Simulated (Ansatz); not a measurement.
The reference is SiO2 (space group P4_12_12, No. 92).

SiO2 has the tetragonal space group P4₁2₁2 (No. 92), Pearson symbol tP12. Conventional cell: a = 5.085 Å, b = 5.085 Å, c = 7.100 Å, α = 90.00°, β = 90.00°, γ = 90.00°. Si on 4a is coordinated by 4 O at 1.625 Å (tetrahedral). O on 8b has 2 Si at 1.625 Å (bent). (Neighbours: up to the widest gap in distance over summed covalent radii, below 1.35, at either atom.)

Method: Kohn–Sham DFT with the PBE functional, run in Ansatz (a quantum-chemistry and plane-wave program) with PAW and 420 eV plane waves, no spin-orbit coupling.

Before the change:

| Quantity | Value |
|---|---|
| Band gap | 5.51 eV |
| Volume per atom | 15.30 Å³ |

Perturbation: cell and atoms relaxed at a pressure of 1.5 GPa.

Problem. What does the calculation give for the band gap after the change?

Solution. The band gap rises by 0.125 eV (5.51 eV → 5.64 eV).

Problem. Estimate the effect on the volume per atom.

Solution. The volume per atom decreases by 1.24 Å³ (15.30 Å³ → 14.06 Å³).

Load acts through the strain it causes; cell and atoms are relaxed under it. No phonon test of stability was made.
